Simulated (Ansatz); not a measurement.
Worked example: self-consistent single point of the (110) slab of AlRh (cut from a parent of space group no. 221; 10 atoms in the cell) in Ansatz (a first-principles code).

Method of the run: LDA (PW92), default PAW files made with PBE (plane waves; Ansatz).

The change in words: vacuum of 5 angstrom (first run: 14 Å). Reference geometry:
```xyz
10
Lattice="2.9922 0.0000 0.0000 0.0000 4.2316 0.0000 0.0000 0.0000 22.4633" Properties=species:S:1:pos:R:3 pbc="T T T"
Al     0.0000     3.1737     7.0000
Rh     1.4961     1.0579     7.0000
Al     0.0000     1.0579     9.1159
Rh     1.4961     3.1737     9.1159
Al     0.0000     3.1737    11.2317
Rh     1.4961     1.0579    11.2317
Al     0.0000     1.0579    13.3475
Rh     1.4961     3.1737    13.3475
Al     0.0000     3.1737    15.4633
Rh     1.4961     1.0579    15.4633
```

Reference input (self-consistent single point, DFT, LDA (PW92), plane waves, default PAW files made with PBE): basis.ecutwfc = 30.9 Ry; kpoints.mp_grid.grid = 10 7 1; hamiltonian.xc = lda; hamiltonian.pseudopotentials = {kind: paw} (the program's default PAW files); scf.occupations.method = gaussian; scf.occupations.width = 0.0073 Ry. This run's input differs from it in these lines:

Ansatz 0.2 input:
```diff
@@ -5,14 +5,14 @@
     - [0.000000, 4.231620, 0.000000]
-    - [0.000000, 0.000000, 22.463318]
+    - [0.000000, 0.000000, 13.463325]
   atoms:
-    - { symbol: Al, position: [0.000000, 0.750000, 0.311619] }
-    - { symbol: Rh, position: [0.500000, 0.250000, 0.311619] }
-    - { symbol: Al, position: [0.000000, 0.250000, 0.405813] }
-    - { symbol: Rh, position: [0.500000, 0.750000, 0.405813] }
-    - { symbol: Al, position: [0.000000, 0.750000, 0.500002] }
-    - { symbol: Rh, position: [0.500000, 0.250000, 0.500002] }
-    - { symbol: Al, position: [0.000000, 0.250000, 0.594191] }
-    - { symbol: Rh, position: [0.500000, 0.750000, 0.594191] }
-    - { symbol: Al, position: [0.000000, 0.750000, 0.688381] }
-    - { symbol: Rh, position: [0.500000, 0.250000, 0.688381] }
+    - { symbol: Al, position: [0.000000, 0.750000, 0.185690] }
+    - { symbol: Rh, position: [0.500000, 0.250000, 0.185690] }
+    - { symbol: Al, position: [0.000000, 0.250000, 0.342851] }
+    - { symbol: Rh, position: [0.500000, 0.750000, 0.342851] }
+    - { symbol: Al, position: [0.000000, 0.750000, 0.500003] }
+    - { symbol: Rh, position: [0.500000, 0.250000, 0.500003] }
+    - { symbol: Al, position: [0.000000, 0.250000, 0.657156] }
+    - { symbol: Rh, position: [0.500000, 0.750000, 0.657156] }
+    - { symbol: Al, position: [0.000000, 0.750000, 0.814310] }
+    - { symbol: Rh, position: [0.500000, 0.250000, 0.814310] }
 basis:
```

Output, abridged:

```
SCF iter   1: F=—  HF=-33965.051139 eV  |F-HF|=—  |Δ(HF+E_count)|=         —  Δρ=9.18e-3  dr2=2.25e-1  ethr=1.77e-3  ⟨swp⟩=8.1  Hψ=5924  notcnv=0  defer=5
all-band conjugate gradients solve this SCF's bands
preconditioner: auto → LDOS
SCF iter   2: F=—  HF=-33965.072413 eV  |F-HF|=—  |Δ(HF+E_count)|=   2.13e-2  Δρ=1.11e-2  dr2=2.47e-1  ethr=2.25e-4  ⟨swp⟩=2.9  Hψ=3178  notcnv=0  defer=86
   [... lines left out ...]
SCF iter   5: F=—  HF=-33965.028150 eV  |F-HF|=—  |Δ(HF+E_count)|=   6.53e-5  Δρ=1.91e-4  dr2=8.43e-5  ethr=5.59e-7  ⟨swp⟩=2.1  Hψ=2110  notcnv=0  defer=86
SCF iter   6: F=—  HF=-33965.028143 eV  |F-HF|=—  |Δ(HF+E_count)|=   7.68e-6  Δρ=8.61e-5  dr2=1.61e-5  ethr=8.43e-8  ⟨swp⟩=2.0  Hψ=2068  notcnv=0  defer=72
SCF iter   7: F=—  HF=-33965.028141 eV  |F-HF|=—  |Δ(HF+E_count)|=   1.73e-6  Δρ=2.79e-5  dr2=1.80e-6  ethr=1.61e-8  ⟨swp⟩=2.0  Hψ=2017  notcnv=0  defer=72
SCF iter   8: F=-33965.028141 eV  HF=-33965.028141 eV  |F-HF|=1.92e-8  |Δ(HF+E_count)|=   1.67e-7  Δρ=5.67e-6  dr2=6.91e-8  ethr=1.00e-10  ⟨swp⟩=11.8  Hψ=7376  notcnv=0
SCF 1 converged in 8 iterations: F = -33965.028141 eV  dr2 = 6.91e-8
Free energy (F): -33965.028141 eV
Internal energy: -33965.009310 eV  (E = F + TS)
E sigma→0 (E₀):  -33965.018725 eV
Entropy (-TS):   -0.018830 eV (-1.883 meV/atom)
Fermi energy:    11.664766 eV
--- Forces (eV/Å), atoms counted from 1 ---
  atom   1  Al     0.00000000     0.00000000    -0.36448370
  atom   2  Rh    -0.00000000     0.00000000     1.23330291
  atom   3  Al     0.00000000    -0.00000000    -0.63547019
  atom   4  Rh    -0.00000000     0.00000000     0.35734523
  atom   5  Al     0.00000000     0.00000000     0.00000000
  atom   6  Rh    -0.00000000     0.00000000     0.00000000
  atom   7  Al    -0.00000000     0.00000000     0.63547019
  atom   8  Rh     0.00000000    -0.00000000    -0.35734523
  atom   9  Al    -0.00000000    -0.00000000     0.36448370
  atom  10  Rh     0.00000000    -0.00000000    -1.23330291
--- Stress (GPa, compression-positive) ---
      -12.249261       0.000000       0.000000
        0.000000     -11.216417       0.000000
        0.000000       0.000000      -8.115887
  P = ⅓ Tr σ = -10.5272 GPa (-105.272 kbar)
  The stress holds the Pulay correction. Without it, at fixed plane waves, as pw.x and ABINIT print it: P = -10.5792 GPa
```

The run converged in 8 iterations. Against the reference run the free energy goes down by 11.5 meV/atom and the largest force goes from 1.355 to 1.233 eV/Å.

The starting cell comes from a database of computed structures (which also holds hypothetical and non-ambient phases and stackings), without a prior relaxation at this level. The slab is cut from that crystal, and its faces are unrelaxed. Its lattice was rescaled by up to half a per cent. Spin polarisation is off. Forces in this geometry exceed 1 eV/Å.
